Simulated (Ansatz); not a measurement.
## Effect of isotropic strain −3.00 % on Zn

Consider Zn in the hcp (Mg type) structure (space group P6_3/mmc, No. 194; a = 2.6129 Å, c = 4.7815 Å; relaxed with 0.1 eV smearing).

It is then changed as follows: an isotropic linear strain of −3.00 %; the atoms relax in the strained cell.

Computed with PBEsol, PAW, 420 eV (Ansatz, a quantum-chemistry and plane-wave program; scalar-relativistic without spin-orbit coupling). k-mesh 25×25×13 (Γ-centred); smearing 0.1 eV (Fermi–Dirac).

```tsv
quantity	base	changed	shift
volume per atom	14.14 Å³	12.90 Å³	-1.234 Å³
space group	P6_3/mmc (No. 194)	P6_3/mmc (No. 194)	–
shortest interatomic distance	2.613 Å	2.535 Å	-0.078 Å
energy relative to the base (free energy F)	0 meV/atom	+38 meV/atom	+38 meV/atom
pressure (mean of the normal stresses, compression positive)	0.0 GPa	10.8 GPa	+10.8 GPa
band gap	zero	zero	–
```

Stability against distortions was not tested.
